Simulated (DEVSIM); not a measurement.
System: abrupt In0.53Ga0.47As p-n junction, at 300 K.

| layer (left to right) | material | thickness (μm) | Nd (cm⁻³) | Na (cm⁻³) | τn (s) | τp (s) |
|---|---|---|---|---|---|---|
| 1 | In0.53Ga0.47As | 0.610 | - | 1.1e16 | 3.5e-8 | 3.5e-8 |
| 2 | In0.53Ga0.47As | 5.00 | 1.8e16 | - | 3.5e-8 | 3.5e-8 |

Left contact: ohmic. Right contact: ohmic. Voltage is applied to the left contact. Recombination: SRH at mid-gap, radiative, Auger. Mobility is constant in doping.

This is a model device: material constants are rounded textbook-type values typed into the input, and sizes, dopings and lifetimes were drawn at random. Values at 300 K.

| parameter | In0.53Ga0.47As |
|---|---|
| gap (eV) | 0.74 |
| affinity (eV) | 4.51 |
| permittivity | 13.9 |
| Nc (cm⁻³) | 2.1e17 |
| Nv (cm⁻³) | 7.7e18 |
| μn (cm²/Vs) | 12000 |
| μp (cm²/Vs) | 300 |
| B (cm³/s) | 9.6e-11 |
| Cn (cm⁶/s) | 5e-29 |
| Cp (cm⁶/s) | 5e-29 |

DEVSIM, 1D drift-diffusion, Boltzmann statistics, complete ionisation; no tunnelling, impact ionisation, image-force lowering or self-heating.

The thickness of layer 1 was swept, all else fixed.

```tsv
thickness of layer 1 (μm)	largest field in the device at zero bias (V/cm)	dark forward voltage at 100 A/cm² (V)	dark forward voltage at 1 A/cm² (V)
0.12	31000	0.309	0.175
0.21	29000	0.336	0.204
0.37	28000	0.360	0.234
0.61	28000	0.377	0.253
1	28000	0.391	0.268
1.8	28000	0.407	0.285
3	28000	0.422	0.299
```

From the first row to the last the largest field in the device at zero bias goes from 31000 to 28000. From the first row to the last the dark forward voltage at 100 A/cm² goes from 0.309 to 0.422.
